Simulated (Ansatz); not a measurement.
We consider Ge3N4 (P6₃/m, No. 176; cell taken from a computed entry), described by PBEsol (Ansatz, an electronic-structure program, PAW).

Run with plane-wave cutoff 520 eV, 6×6×12 k mesh (along the axes of the cell as run), scalar-relativistic PAW data made under PBE.

Computed at the level's own relaxed cell.

```yaml
crystal:
  lattice:
    - [8.05690, 0.00000, 0.00000]
    - [-4.02845, 6.97748, 0.00000]
    - [0.00000, 0.00000, 3.08457]
  atoms:
    - { symbol: Ge, position: [0.83057, 0.23717, 0.75000] }
    - { symbol: Ge, position: [0.16943, 0.76283, 0.25000] }
    - { symbol: Ge, position: [0.59340, 0.83057, 0.25000] }
    - { symbol: Ge, position: [0.40660, 0.16943, 0.75000] }
    - { symbol: Ge, position: [0.76283, 0.59340, 0.75000] }
    - { symbol: Ge, position: [0.23717, 0.40660, 0.25000] }
    - { symbol: N, position: [0.66667, 0.33333, 0.75000] }
    - { symbol: N, position: [0.33333, 0.66667, 0.25000] }
    - { symbol: N, position: [0.66962, 0.97422, 0.75000] }
    - { symbol: N, position: [0.33038, 0.02578, 0.25000] }
    - { symbol: N, position: [0.69541, 0.66962, 0.25000] }
    - { symbol: N, position: [0.30459, 0.33038, 0.75000] }
    - { symbol: N, position: [0.02578, 0.69541, 0.75000] }
    - { symbol: N, position: [0.97422, 0.30459, 0.25000] }
```

Task: Give the elastic tensor (Voigt notation, GPa, ions relaxed, in the Cartesian axes of the cell as printed).

Result: 
```
  295.2   155.3    93.9     0.0     0.0     0.0
  155.3   295.2    93.9     0.0     0.0     0.0
   93.9    93.9   407.7     0.0     0.0     0.0
    0.0     0.0     0.0    65.3     0.0     0.0
    0.0     0.0     0.0     0.0    65.3     0.0
    0.0     0.0     0.0     0.0     0.0    70.0
```

Note: the relaxation could not lower the start's symmetry, so the cell can be a saddle point above a distorted one.

Computed values are for the static lattice.
